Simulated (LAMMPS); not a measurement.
Consider a symmetric tilt boundary about [001] in Si (diamond structure), boundary plane (310) in molecular dynamics.

All values are model results, not measurements: classical MD, pair style sw, file Si.sw, run in LAMMPS.

Σ5, energy 0.67 J/m² at 0 K; heated in steps, 60 ps sampled at each, free outer surfaces; steps at which the grains lost their order are left out.

| T (K) | disordered width (Å) | disordered share in the grains |
|---|---|---|
| 844 | 3.9 | 0.00 |
| 1181 | 4.2 | 0.00 |
| 1350 | 4.4 | 0.00 |
| 1518 | [?] | 0.01 |
| 1636 | [?] | 0.01 |

### Question
Some entries are withheld; supply them.

### Answer

- 1636, disordered width (Å): 4.7
- 1518, disordered width (Å): 4.6
